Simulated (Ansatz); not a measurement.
We consider NH4Br (P4/nmm, No. 129; cell taken from a computed entry), described by PBEsol (plane waves, PAW; Ansatz, a quantum-chemistry and plane-wave program).

Numerical settings: plane-wave cutoff 500 eV, 8×8×10 k mesh (along the axes of the cell as run), gaussian smearing 0.02 eV, scalar-relativistic PAW data made under PBE.

Cell (relaxed at this level):

```cif
data_H8Br2N2
_chemical_formula_sum 'H8 Br2 N2'
_space_group_name_H-M_alt 'P 1'
_space_group_IT_number 1
_cell_length_a 5.68483
_cell_length_b 5.68483
_cell_length_c 4.14193
_cell_angle_alpha 90.000
_cell_angle_beta 90.000
_cell_angle_gamma 90.000
loop_
_space_group_symop_operation_xyz
  'x, y, z'
loop_
_atom_site_label
_atom_site_type_symbol
_atom_site_fract_x
_atom_site_fract_y
_atom_site_fract_z
_atom_site_occupancy
H1 H 0.00000 0.84900 0.85473 1
H2 H 0.65100 0.50000 0.85473 1
H3 H 0.00000 0.15100 0.85473 1
H4 H 0.34900 0.50000 0.85473 1
H5 H 0.50000 0.65100 0.14527 1
H6 H 0.15100 0.00000 0.14527 1
H7 H 0.50000 0.34900 0.14527 1
H8 H 0.84900 0.00000 0.14527 1
Br1 Br 0.00000 0.50000 0.56500 1
Br2 Br 0.50000 0.00000 0.43500 1
N1 N 0.00000 0.00000 0.00000 1
N2 N 0.50000 0.50000 0.00000 1
```

Q: What does this level give for the band gap?

A: 
band gap: 4.39 eV (on the SCF k mesh)

Note: the relaxation could not lower the start's symmetry, so the cell can be a saddle point above a distorted one.

Spin–orbit coupling is not included.

Static lattice: no zero-point or thermal effects.
